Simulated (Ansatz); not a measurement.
Start from LuN in the zinc blende structure (space group F-43m, No. 216; a = 5.072 Å; a hypothetical phase, not in the database extracts checked).

The values are results of PBEsol (Ansatz, a quantum-chemistry and plane-wave program; PAW; 420 eV plane waves; scalar-relativistic without spin-orbit coupling), not measurements.

One change was made to it. Results:

The band gap becomes zero (base: 2.16 eV); the volume per atom goes up by 1.39 Å³ to 17.70 Å³.

Task: Which change produced these results?
A) N → Sb
B) N → C
C) Lu → Ta
D) N → F

Result: B, N → C. For comparison, the volume per atom in the other runs: N → F gives 18.93 Å³; N → Sb gives 38.33 Å³; Lu → Ta gives 13.09 Å³.

Spin-orbit coupling, missing from the scalar runs, can matter with Sb. Whether these cells are dynamically stable was not tested. As relaxed here, LuC, LuF and LuSb are hypothetical phases, not in the database extracts checked. For TaN in this form, whether it has been made was not checked. All final runs are without spin polarisation. An odd electron count without spin: LuC. This is not the structure that TaN has at room temperature and ambient pressure.
